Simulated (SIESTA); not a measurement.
Worked example: self-consistent single point of MgAu (Pm-3m, 2 atoms in the cell) in SIESTA.

Computed with LDA PW92, numerical atomic orbitals TZP, PseudoDojo LDA standard norm-conserving potentials (rewritten from UPF to PSML) run with SIESTA 5.4.2.

```yaml
crystal:
  lattice:
    - [3.23851, 0.00000, 0.00000]
    - [0.00000, 3.23851, 0.00000]
    - [0.00000, 0.00000, 3.23851]
  atoms:
    - { symbol: Mg, position: [0.50000, 0.50000, 0.50000] }
    - { symbol: Au, position: [0.00000, 0.00000, 0.00000] }
```

Reference input (self-consistent single point, DFT, GGA PBEsol, numerical atomic orbitals TZP, PseudoDojo PBEsol standard norm-conserving potentials (rewritten from UPF to PSML)): XC.functional = GGA; XC.authors = PBEsol; potentials = PseudoDojo PBEsol standard; PAO.BasisSize = TZP; PAO.EnergyShift = 0.01 Ry; MeshCutoff = 350 Ry; kgrid.MonkhorstPack = 7 7 7; OccupationFunction = MP; OccupationMPOrder = 0; ElectronicTemperature = 1160.45 K; MaxSCFIterations = 150; SCF.Mixer.Method = Broyden. This run's input differs from it in these lines:

```diff
@@ -1,2 +1,2 @@
-# files in the folder: Mg.psml Au.psml (PseudoDojo PBEsol standard)
+# files in the folder: Mg.psml Au.psml (PseudoDojo LDA standard)
 SystemName  MgAu
@@ -22,4 +22,4 @@
 
-XC.functional                GGA
-XC.authors                   PBEsol
+XC.functional                LDA
+XC.authors                   PW92
 PAO.BasisSize                TZP
```

Output (repeated stretches shortened):

```
        iscf     Eharris(eV)        E_KS(eV)     FreeEng(eV)     dDmax    Ef(eV) dHmax(eV)
   scf:    1    -5591.941268    -5617.685972    -5617.690372  1.717203 -0.620186 19.695703
   scf:    2    -5627.836283    -5623.154211    -5623.158104  0.396161 -1.263367 13.143748
   scf:    3    -5629.129505    -5627.247056    -5627.250870  0.513002 -2.150024  2.240074
   scf:    4    -5626.970071    -5627.199987    -5627.203801  0.115892 -2.363682  2.074621
   scf:    5    -5627.375014    -5627.304700    -5627.308521  0.051997 -2.288735  0.658533
   [... 3 lines left out ...]
   scf:    9    -5627.314880    -5627.314882    -5627.318704  0.000123 -2.258611  0.007115
   scf:   10    -5627.314882    -5627.314882    -5627.318704  0.000007 -2.258657  0.007293
   scf:   11    -5627.314884    -5627.314883    -5627.318705  0.000223 -2.258207  0.000360
   scf:   12    -5627.314883    -5627.314883    -5627.318705  0.000003 -2.258219  0.000277
SCF Convergence by DM+H criterion
max |DM_out - DM_in|         :     0.0000034885
max |H_out - H_in|      (eV) :     0.0002765029
SCF cycle converged after 12 iterations

Using DM_out to compute the final energy and forces

siesta: E_KS(eV) =            -5627.3149

siesta: E_KS - E_eggbox =     -5627.3149

siesta: Atomic forces (eV/Ang):
     1    0.000000   -0.000000    0.000000
     2   -0.000000   -0.000000   -0.000000
   Tot   -0.000000   -0.000000    0.000000
   Max    0.000000
   Res    0.000000    sqrt( Sum f_i^2 / 3N )
   Max    0.000000    constrained

Stress tensor Voigt[x,y,z,yz,xz,xy] (kbar):       39.69       39.69       39.69       -0.00        0.00       -0.00
(Free)E + p*V (eV/cell)    -5628.1601
Target enthalpy (eV/cell)    -5627.3187

siesta: Program's energy decomposition (eV):
siesta: FreeEng =     -5627.318705

   [... lines left out ...]
siesta: Cell volume =         33.965416 Ang**3
siesta:         -39.69125273        -39.69125273  kBar
   [... lines left out ...]
   2 18.712   1.973   1.250  -0.497   0.177   1.998   1.998   1.998   0.182
              0.182   0.182   1.652   1.652   1.680   1.652   1.680   0.033

              0.033   0.022   0.033   0.022   0.164   0.164   0.158   0.164

              0.158

mulliken: Qtot =       29.000

Mulliken Atomic Populations:
Atom #   charge [q] valence [e]  Species
     1    -0.288372   10.288372  Mg
     2     0.288372   18.711628  Au
 Total    -0.000000
```

The run converged in 12 iterations. Against the reference run the pressure goes from -0.27 to -3.97 GPa.

The starting cell comes from a database of computed structures (which also holds hypothetical and non-ambient phases and stackings), without a prior relaxation at this level. Its lattice was rescaled by a random factor within 2.5 % of one. Values carry the incompleteness of an atom-centred basis. With a pressure of about -4 GPa the cell is away from its equilibrium volume at this level.
